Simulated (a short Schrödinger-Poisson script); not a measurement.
System: MOS inversion layer, SiO2 on p-type InP, at 300 K.

```csv
layer,material,thickness (nm),Na (cm⁻³)
1,SiO2,3.8,-
2,InP,1500,9.6e16
```

The device is made up for the run: typed textbook-type constants, with dimensions and the other settings drawn at random. SiO2: permittivity 3.9, conduction-band edge (eV) 3.48, gap (eV) 9, electron mass (mₑ) 0.5. InP: permittivity 12.5, conduction-band edge (eV) 0, gap (eV) 1.344, Nv at 300 K (cm⁻³) 1.1e19.

Channel valleys (confinement mass, in-plane density-of-states mass, number): Γ 0.08, 0.08, 1. At the gate the conduction-band edge of layer 1 lies 3.85 eV − eVg above the Fermi level of the channel; the field vanishes at the back. Gaps are held at their typed values at every temperature. Mesh 0.03 nm at interfaces.

Solved with a short Schrödinger-Poisson script written for these runs: 1D Poisson equation in equilibrium, electrons classical, Boltzmann, parabolic valleys, classical holes, full ionisation, no traps, pinning or gate leakage.

The same stack at other levels of the model or other numerical settings:

```csv
run,sheet density of all electrons at Vg = 2.85 V (cm⁻²),sheet density of all electrons at Vg = 1.05 V (cm⁻²),capacitance at Vg = 2.85 V (μF/cm²),centroid of the channel electrons at Vg = 2.85 V (nm),rough cost against the base
base,1.18e13,2.00e12,0.887,0.54,about 1
"electrons treated as classical, Fermi-Dirac",9.67e12,1.62e12,0.741,2.42,6
"electrons treated as quantum, Hartree",8.90e12,1.29e12,0.708,3.56,20
"electrons treated as quantum, Hartree plus LDA exchange-correlation",9.03e12,1.35e12,0.712,3.48,30
mesh six times as coarse,1.17e13,1.98e12,0.880,0.63,0.6
```

The classical rows ignore confinement, and Boltzmann statistics overrate the density once the band edge passes the Fermi level.

Above a few 1e12 electrons/cm² a light Γ valley is non-parabolic and upper valleys begin to fill, which the model leaves out.
